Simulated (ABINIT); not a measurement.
**One base run on Cs2RbLaCl6 (Fm-3m, 10 atoms in the cell) and variants with one or two settings moved**

```yaml
crystal:
  lattice:
    - [0.00000, 5.87832, 5.87832]
    - [5.87832, 0.00000, 5.87832]
    - [5.87832, 5.87832, 0.00000]
  atoms:
    - { symbol: Cs, position: [0.75000, 0.75000, 0.75000] }
    - { symbol: Cs, position: [0.25000, 0.25000, 0.25000] }
    - { symbol: Rb, position: [0.50000, 0.50000, 0.50000] }
    - { symbol: La, position: [0.00000, 0.00000, 0.00000] }
    - { symbol: Cl, position: [0.76582, 0.23418, 0.23418] }
    - { symbol: Cl, position: [0.23418, 0.76582, 0.76582] }
    - { symbol: Cl, position: [0.23418, 0.76582, 0.23418] }
    - { symbol: Cl, position: [0.76582, 0.23418, 0.76582] }
    - { symbol: Cl, position: [0.23418, 0.23418, 0.76582] }
    - { symbol: Cl, position: [0.76582, 0.76582, 0.23418] }
```

Base run A: LDA (PW92), PAW (JTH v2.0 LDA PAW) run with ABINIT, self-consistent single point.

Its settings: pseudos = [Cs.LDA_PW-JTH.xml, Rb.LDA_PW-JTH.xml, La.LDA_PW-JTH.xml, Cl.LDA_PW-JTH.xml]; ecut = 26 Ha; pawecutdg = 52 Ha; pawxcdev = 0; ixc = 7; occopt = 7; tsmear = 0.00073499 Ha; ngkpt = 3 3 3; nshiftk = 1; shiftk = 0 0 0; potentials = JTH v2.0 LDA PAW; nband = 51; kptopt = 1; nstep = 80; toldfe = 1e-09 Ha.

The starting cell comes from a database of computed structures (which also holds hypothetical and non-ambient phases and stackings), without a prior relaxation at this level. Its lattice was rescaled by a random factor within 2.5 % of one.

A dash stands where there is no value to compare (another energy zero or no entropy term, no result, no spin, no clean gap, or a mesh too coarse for one). 

Runs B sample the zone with one or two k-points, far too few for so small a cell.

Run A gave: pressure (GPa) -1.55; largest force (eV/Å) 0.035; gap on the mesh (eV) 4.499; k-points 4.

Runs:
- B: pseudos: [Cs.LDA_PW-JTH.xml, Rb.LDA_PW-JTH.xml, La.LDA_PW-JTH.xml, Cl.LDA_PW-JTH.xml] → [Cs.GGA_PBE-JTH.xml, Rb.GGA_PBE-JTH.xml, La.GGA_PBE-JTH.xml, Cl.GGA_PBE-JTH.xml]; ixc: 7 → -116133; ngkpt: 3 3 3 → 1 1 1; potentials: JTH v2.0 LDA PAW → JTH v2.0 PBE PAW [PBEsol]
- C: pseudos: [Cs.LDA_PW-JTH.xml, Rb.LDA_PW-JTH.xml, La.LDA_PW-JTH.xml, Cl.LDA_PW-JTH.xml] → [Cs.GGA_PBE-JTH.xml, Rb.GGA_PBE-JTH.xml, La.GGA_PBE-JTH.xml, Cl.GGA_PBE-JTH.xml]; ixc: 7 → -116133; ngkpt: 3 3 3 → 2 2 2; potentials: JTH v2.0 LDA PAW → JTH v2.0 PBE PAW [PBEsol]

### Question
What does run C change against A?

### Answer
The pressure goes from -1.55 to -0.42 GPa, the largest force goes from 0.035 to 0.006 eV/Å and the gap on the mesh goes from 4.499 to 4.806 eV.

```tsv
run	pressure (GPa)	largest force (eV/Å)	gap on the mesh (eV)	k-points
A	-1.55	0.035	4.499	4
B	1.02	0.123	–	1
C	-0.42	0.006	4.806	3
```
